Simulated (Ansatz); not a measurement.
**fcc Al (1 1 0) on zinc-blende AlAs (1 1 0) (film strained to the substrate, started from cuts of the bulks and a machine-learned relaxation; slabs Al8As8 and Al16, which can lie off the formulas)**

A periodic stack without vacuum, fcc Al (1 1 0) on zinc-blende AlAs (1 1 0) (film strained to the substrate, started from cuts of the bulks and a machine-learned relaxation; slabs Al8As8 and Al16, which can lie off the formulas): substrate slab Al8As8, film Al16, surface cells [[0, -1], [1, -1]] and [[1, 0], [1, 2]], film strained by +0.2 and +0.2 %, outermost planes AlAs/AlAs and Al/Al as cut, which need not be the usual terminations and can put a slab off its formula.

The start was prepared with a machine-learned potential, and the result is one local minimum, with the in-plane cell held and forces under 0.04 eV/Å; the film can end far from its bulk form.

The numbers are results of PBE (plane waves to 420 eV, PAW; Ansatz, an electronic-structure program), not measurements. Scalar-relativistic, without spin–orbit coupling; the runs are not spin-polarised; PBE gaps are too small against experiment. Its k-point mesh 9×6×1, Fermi–Dirac width 0.05 eV.

| Property | Result |
|---|---|
| interface area | 23.2 Å² |
| period | 28.33 Å |
| heights between the nearest atoms of the two slabs at the two interfaces | 1.96 and 1.98 Å |
| Al–Al contacts across the interfaces within 1.22 times the sum of covalent radii | 3, mean 2.91 Å |
| Al–As contacts across the interfaces within 1.22 times the sum of covalent radii | 2, mean 2.45 Å |
| hole barrier (PBE) | 0.72 eV |
| electron barrier (PBE) | 0.78 eV |

```yaml
crystal:
  lattice:
    - [4.04967, 0.00082, -0.13468]
    - [4.05123, 5.72824, 0.01742]
    - [1.06430, 3.63330, 28.41640]
  atoms:
    - { symbol: Al, position: [0.67350, 0.90420, 0.11011] }
    - { symbol: Al, position: [0.58832, 0.49128, 0.03074] }
    - { symbol: Al, position: [0.77097, 0.80267, 0.25136] }
    - { symbol: Al, position: [0.71736, 0.35838, 0.17789] }
    - { symbol: Al, position: [0.87685, 0.69241, 0.39463] }
    - { symbol: Al, position: [0.82228, 0.24921, 0.32102] }
    - { symbol: Al, position: [0.96592, 0.59910, 0.54186] }
    - { symbol: Al, position: [0.93283, 0.13453, 0.46216] }
    - { symbol: As, position: [0.35646, 0.22358, 0.04132] }
    - { symbol: As, position: [0.41377, 0.66359, 0.10598] }
    - { symbol: As, position: [0.46774, 0.10788, 0.18008] }
    - { symbol: As, position: [0.51938, 0.55423, 0.24959] }
    - { symbol: As, position: [0.57352, 0.99784, 0.32290] }
    - { symbol: As, position: [0.62373, 0.44552, 0.39228] }
    - { symbol: As, position: [0.67986, 0.88726, 0.46665] }
    - { symbol: As, position: [0.71434, 0.35073, 0.53052] }
    - { symbol: Al, position: [0.15368, 0.40773, 0.65778] }
    - { symbol: Al, position: [0.65658, 0.90503, 0.66030] }
    - { symbol: Al, position: [0.37272, 0.69019, 0.61116] }
    - { symbol: Al, position: [0.89632, 0.16650, 0.61355] }
    - { symbol: Al, position: [0.72561, 0.83382, 0.76040] }
    - { symbol: Al, position: [0.22213, 0.33600, 0.76026] }
    - { symbol: Al, position: [0.94077, 0.11929, 0.71283] }
    - { symbol: Al, position: [0.44316, 0.61698, 0.71121] }
    - { symbol: Al, position: [0.29607, 0.26090, 0.85946] }
    - { symbol: Al, position: [0.79814, 0.75675, 0.86072] }
    - { symbol: Al, position: [0.51104, 0.54644, 0.81228] }
    - { symbol: Al, position: [0.01197, 0.04600, 0.81131] }
    - { symbol: Al, position: [0.87076, 0.68027, 0.96101] }
    - { symbol: Al, position: [0.39579, 0.15979, 0.95867] }
    - { symbol: Al, position: [0.08735, 0.96740, 0.91217] }
    - { symbol: Al, position: [0.58773, 0.46632, 0.91414] }
```
